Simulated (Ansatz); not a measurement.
Formation energy of the localised charge states of S on the Zn site in zinc-blende ZnS (start: the Zn site; 64-site cell, 2×2×2 shifted sampling) against the Fermi level, Zn-rich (Δμ(S) = -1.65 eV, Δμ(Zn) = 0.00 eV; only phases computed here count, gases as isolated molecules at 0 K). The numbers are results of PBE, PAW (plane waves to 420 eV; Ansatz, a program for electronic structure), not measurements.

Charges with a result: +2, +1, 0, −1, −2. Others weren't obtained, and one of them could lie lower, also by skipping a charge.

Cell and caveats: 64-site cell; 2×2×2 shifted k-points; host gap 2.01 eV; charged states image-corrected; finite-size errors of tenths of an eV; flagged in the runs: a strain field that reaches the edge of the cell.

Left out: charge +2 (level within 0.1 eV of a band edge or past it).

```csv
E_F − E_VBM (eV),q = +1,q = 0,q = −1,q = −2
0.00,5.33,5.57,7.06,8.73
0.25,5.58,5.57,6.81,8.23
0.50,5.83,5.57,6.56,7.72
0.76,6.09,5.57,6.31,7.22
1.01,6.34,5.57,6.06,6.71
1.26,6.59,5.57,5.80,6.21
1.51,6.84,5.57,5.55,5.71
1.76,7.09,5.57,5.30,5.20
2.01,7.34,5.57,5.05,4.70
```

Crossings of the lowest lines: (+1/0) at 0.24 eV; (0/−1) at 1.49 eV; (−1/−2) at 1.67 eV.
